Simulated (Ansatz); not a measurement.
Worked example: self-consistent single point of Ti (P-3m1, 2 atoms in the cell) in Ansatz (a program for electronic structure).

Method of the run: LDA (PW92), default PAW files made with PBE (plane waves; Ansatz).

```xyz
2
Lattice="1.4676 -2.5420 0.0000 1.4676 2.5420 0.0000 0.0000 0.0000 4.6566" Properties=species:S:1:pos:R:3 pbc="T T T"
Ti     1.4676     0.8473     1.2141
Ti     1.4676    -0.8473     3.4924
```

Reference input (self-consistent single point, DFT, LDA (PW92), plane waves, default PAW files made with PBE): basis.ecutwfc = 420 eV; kpoints.mp_grid.grid = 13 13 7; hamiltonian.xc = lda; hamiltonian.pseudopotentials = {kind: paw} (the program's default PAW files); scf.occupations.method = fermi_dirac; scf.occupations.width = 0.1 eV. This run's input differs from it in these lines:

Ansatz 0.2 input:
```diff
@@ -12,3 +12,3 @@
 kpoints:
-  mp_grid: { grid: [13, 13, 7] }
+  mp_grid: { grid: [12, 12, 7] }
 hamiltonian:
@@ -17,3 +17,3 @@
 scf:
-  occupations: { method: fermi_dirac, width: 0.1 }
+  occupations: { method: fermi_dirac, width: 0.05 }
 output:
```

The program printed (abridged):

```
SCF iter   1: F=—  HF=-4900.538954 eV  |F-HF|=—  |Δ(HF+E_count)|=         —  Δρ=6.71e-3  dr2=7.10e-3  ethr=1.77e-3  ⟨swp⟩=4.2  Hψ=7321  notcnv=0
all-band conjugate gradients solve this SCF's bands
preconditioner: auto → none
SCF iter   2: F=—  HF=-4900.537274 eV  |F-HF|=—  |Δ(HF+E_count)|=   1.68e-3  Δρ=3.20e-3  dr2=1.52e-3  ethr=2.96e-5  ⟨swp⟩=2.2  Hψ=3206  notcnv=0
SCF iter   3: F=—  HF=-4900.537240 eV  |F-HF|=—  |Δ(HF+E_count)|=   3.38e-5  Δρ=5.34e-4  dr2=1.39e-4  ethr=6.33e-6  ⟨swp⟩=2.2  Hψ=2407  notcnv=0
SCF iter   4: F=—  HF=-4900.537253 eV  |F-HF|=—  |Δ(HF+E_count)|=   1.23e-5  Δρ=3.31e-4  dr2=1.37e-4  ethr=5.81e-7  ⟨swp⟩=2.0  Hψ=2690  notcnv=0
SCF iter   5: F=—  HF=-4900.537222 eV  |F-HF|=—  |Δ(HF+E_count)|=   3.08e-5  Δρ=7.36e-5  dr2=6.22e-6  ethr=5.71e-7  ⟨swp⟩=2.0  Hψ=2251  notcnv=0
SCF iter   6: F=—  HF=-4900.537220 eV  |F-HF|=—  |Δ(HF+E_count)|=   2.14e-6  Δρ=1.11e-5  dr2=1.05e-7  ethr=2.59e-8  ⟨swp⟩=2.0  Hψ=2245  notcnv=0
SCF iter   7: F=-4900.537220 eV  HF=-4900.537220 eV  |F-HF|=1.21e-10  |Δ(HF+E_count)|=   4.16e-9  Δρ=9.46e-7  dr2=2.91e-10  ethr=4.17e-10  ⟨swp⟩=4.1  Hψ=5694  notcnv=0
SCF 1 converged in 7 iterations: F = -4900.537220 eV  dr2 = 2.91e-10
Free energy (F): -4900.537220 eV
Internal energy: -4900.518315 eV  (E = F + TS)
E sigma→0 (E₀):  -4900.527768 eV
Entropy (-TS):   -0.018904 eV (-9.452 meV/atom)
Fermi energy:    13.063957 eV
--- Forces (eV/Å), atoms counted from 1 ---
  atom   1  Ti    -0.00000000    -0.00000000    -0.11095735
  atom   2  Ti    -0.00000000     0.00000000     0.11095735
--- Stress (GPa, compression-positive) ---
       -8.157440       0.000000      -0.000000
        0.000000      -8.157440      -0.000000
       -0.000000      -0.000000      -8.492949
  P = ⅓ Tr σ = -8.2693 GPa (-82.693 kbar)
  The stress holds the Pulay correction. Without it, at fixed plane waves, as pw.x and ABINIT print it: P = -8.3032 GPa
```

The run converged in 7 iterations. Against the reference run the free energy rises by 14.5 meV/atom, the pressure goes from -8.16 to -8.27 GPa and the largest force goes from 0.121 to 0.111 eV/Å.

The starting cell has typed, rounded lattice constants, without a prior relaxation at this level. Its lattice was rescaled by up to half a per cent. One atom was moved a little off its site on purpose. Spin polarisation is off. With a pressure of about -8 GPa the cell is away from its equilibrium volume at this level. Ansatz's pressure includes its estimate of the finite-basis (Pulay) stress.
